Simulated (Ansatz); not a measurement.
Levels about the gap of amorphous hafnia (Hf28O55) (83 atoms in a cell of 1025 Å³, 9.52 g/cm³; zone centre alone, so wide bands show as single levels with stretches between that a denser mesh fills), at the geometry that PBE relaxed, where it gives 0.0 GPa on a denser mesh. Exact exchange is cut at the faces of this small cell, which leaves a finite-size error. The participation number counts the atoms over which a state spreads; weights are charges in smoothed Voronoi cells. The levels come from a single point, so bond lengths are those of that geometry. Method of the levels: HSE06, scalar-relativistic without spin-orbit coupling (Ansatz, a program for electronic structure). Sampling: the zone centre alone; Fermi-Dirac width 0.01 eV; collinear spin, started from moments on atoms (the moments died out). The usual formal charges leave 2 electrons over, so the level spacing at the Fermi energy parts defect or band states and needn't be the band gap. With spare charge at the zone centre alone, a hybrid can open a spacing that a denser mesh would close.

Preparation: random packing, an ab initio melt and quench, and a relaxation. The hot cell started wider than the set density and was brought back towards it in steps. It is a model cell: composition and starting density were chosen by hand, and all elements were melted together. No dispersion term was used. Its density started from a set value of 9.45 and ended at 9.52 g/cm³. Cooling (nominally 310 K/ps over its main leg) ran many orders faster than in experiment, which tends to leave more defects and strain. Values belong to this one cell and scatter from quench to quench. Volume and shape were free in the relaxation.

```tsv
E - E(highest filled), eV	filling	spin	participation number	largest on	weight O	weight Hf
-3.39	filled	dn	12.9	O, 3 neighbours	0.96	0.04
-3.34	filled	up	19.8	O, 3 neighbours	0.96	0.04
-3.34	filled	dn	19.8	O, 3 neighbours	0.96	0.04
-3.30	filled	up	13.1	O, 3 neighbours	0.96	0.04
-3.30	filled	dn	13.1	O, 3 neighbours	0.96	0.04
0.00	filled	up	9.5	Hf, 4 neighbours	0.36	0.64
0.00	filled	dn	9.5	Hf, 4 neighbours	0.36	0.64
2.03	empty	up	24.8	Hf, 6 neighbours	0.45	0.55
2.03	empty	dn	24.8	Hf, 6 neighbours	0.45	0.55
2.16	empty	dn	25.0	Hf, 7 neighbours	0.40	0.60
2.16	empty	up	25.0	Hf, 7 neighbours	0.40	0.60
2.38	empty	up	26.8	Hf, 6 neighbours	0.42	0.58
2.38	empty	dn	26.8	Hf, 6 neighbours	0.42	0.58
2.53	empty	up	37.1	Hf, 7 neighbours	0.42	0.58
```

Most localised among these is the filled level at -0.00 eV, on a Hf atom, which has 4 neighbours (O 1.96 Å, O 2.01 Å, O 2.08 Å, O 2.12 Å).
